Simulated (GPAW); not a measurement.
**Equation of state of rock-salt MgS (space group 225): energy against volume (GPAW, PBEsol)**

```yaml
crystal:
  lattice:
    - [0.00000, 2.52451, 2.52451]
    - [2.52451, 0.00000, 2.52451]
    - [2.52451, 2.52451, 0.00000]
  atoms:
    - { symbol: Mg, position: [0.00000, 0.00000, 0.00000] }
    - { symbol: S, position: [0.50000, 0.50000, 0.50000] }
```

Method of the run: PBEsol, GPAW PAW datasets PBEsol (made by gpaw-setup) (plane waves; GPAW). Settings: mode = pw; ecut = 780 eV; xc = PBEsol; kpts = 11 11 11; mesh shift (steps) = 0 0 0; occupations.name = fermi-dirac; occupations.width = 0.01 eV; nbands = -6; convergence.bands = -4; symmetry.symmorphic = false; symmetry.tolerance = 0.0005; maxiter = 150. The cell above is the first row's. The rows scale it uniformly. In all rows fractional positions and the k mesh are held. E is the free energy at the stated smearing, counted from the lowest row.

| V (Å^3/atom) | E (meV/atom) |
|---|---|
| 16.089 | 28.02 |
| 16.439 | 14.58 |
| 16.789 | 5.72 |
| 17.138 | 0.99 |
| 17.488 | 0.00 |
| 17.838 | 2.38 |
| 18.188 | 7.79 |
| 18.537 | 15.96 |
| 18.887 | ? |

**Question.** Fit E against V with the third-order Birch-Murnaghan form, a cubic in V^(-2/3), and predict the withheld value at V = 18.887.

**Answer.** With u = V^(-2/3) - 0.150, the rows have u = 0.006909, 0.004674, 0.002516, 0.000439, -0.001575, -0.003523, -0.005408, -0.007229. Least squares gives E = 0.481 + 989.61·u + 433379·u² + 45532·u³. Residuals (row less fit): 0.000, 0.001, 0.005, -0.009, 0.003, 0.008, -0.007, 0.002; standard error 0.008 (degrees of freedom: 4). Its minimum lies at u = -0.001142, so V0 = (0.148858)^(-3/2) = 17.41. There d²E/du² = 866400 and d³E/du³ = 273200, so B0 = (4/9) × 17.41^(-7/3) × 866400 × 0.160218 = 78.5 GPa (the last factor turns the table's units into GPa), and B0' = 4 + (2/3) × 0.148858 × (273200)/866400 = 4.0. The program's pressures in the fitted runs (not shown) pass through zero at V = 17.40, 0.06 % from this V0. At the withheld row, u = -0.008998, so E = 0.481 + 989.61 × (-0.008998) + 433379 × (-0.008998)² + 45532 × (-0.008998)³ = 26.631 meV/atom. The calculation gives 26.60 meV/atom, 0.031 meV/atom below the prediction (0.1 % of the range of E in the table). The row lies outside the fitted rows, so this is an extrapolation. From the scatter of the fitted rows alone, a prediction at this place has a standard error of 0.019 meV/atom, so the miss is 1.7 times that.

Carrying the step between the two nearest rows on in a straight line would have given 24.15, off by 2.45; series whose last step already gives the withheld value aren't shown. The scan was laid around a cell of about the measured size, scaled by a guess for this functional. The runs keep the symmetry of the cell, so they don't test it for distortions. Cutoffs and mesh are single choices, not tested for convergence of this quantity. Series with a scatter that would blur these digits, or in which a gap closes, are not shown. Nor are scans whose minimum lies at an end fitted in this form.
